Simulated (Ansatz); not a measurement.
**A computed series for HfSnO3: response to strain**

The reference is HfSnO3 (space group R-3, No. 148; a cell from a computed database, its experimental status unchecked; layered, stacked along the Cartesian z axis).

```
HfSnO3
1.0
    2.69624     1.55668     6.88140
   -2.69624     1.55668     6.88140
    0.00000    -3.11335     6.88140
Hf Sn O
2 2 6
Direct
  0.66729   0.66729   0.66729
  0.33271   0.33271   0.33271
  0.89404   0.89404   0.89404
  0.10596   0.10596   0.10596
  0.29332   0.60103   0.94561
  0.70668   0.39897   0.05439
  0.94561   0.29332   0.60103
  0.05439   0.70668   0.39897
  0.60103   0.94561   0.29332
  0.39897   0.05439   0.70668
```

Cartesian axes are those of the cell as printed.

Strains are applied to the cell and any free atomic positions relax.

The values are results of Kohn–Sham DFT with the PBEsol functional, run in Ansatz (a first-principles code) with PAW and 420 eV plane waves, no spin-orbit coupling, not measurements.

```json
[
 {"case": "base", "gap character": "indirect, Γ → k = (0.143, -0.286, 0.286) in the run's primitive reciprocal basis", "hole mass": "0.69 mₑ along c, 0.51 mₑ across (at Γ)", "smallest direct gap": "3.24 eV"},
 {"case": "isotropic strain −2.97 %", "gap character": "indirect, Γ → Γ–S₀ (86 % along)", "hole mass": "0.76 mₑ along c, 0.40 mₑ across (at Γ)", "smallest direct gap": "2.83 eV"},
 {"case": "isotropic strain −1.40 %", "gap character": "indirect, Γ → Γ–S₀ (86 % along)", "hole mass": "0.71 mₑ along c, 0.46 mₑ across (at Γ)", "smallest direct gap": "3.07 eV"},
 {"case": "isotropic strain +2.08 %", "gap character": "indirect, Γ → k = (0.143, -0.286, 0.286) in the run's primitive reciprocal basis", "hole mass": "0.59 mₑ along c, 0.49 mₑ across (at Γ)", "smallest direct gap": "3.27 eV"},
 {"case": "tensor shear ε_xy = −0.80 %", "gap character": "indirect, Γ → k = (0.286, -0.286, -0.143) in the run's primitive reciprocal basis", "hole mass": "–", "smallest direct gap": "3.21 eV"}
]
```

Spin-orbit coupling, missing from the scalar runs, can matter with Hf. Effective masses come from finite differences of ±0.01 Å⁻¹. Whether these cells are dynamically stable was not tested. No dispersion term is included in the PBEsol runs. Labels are those of the standard path for the cell's own space group.
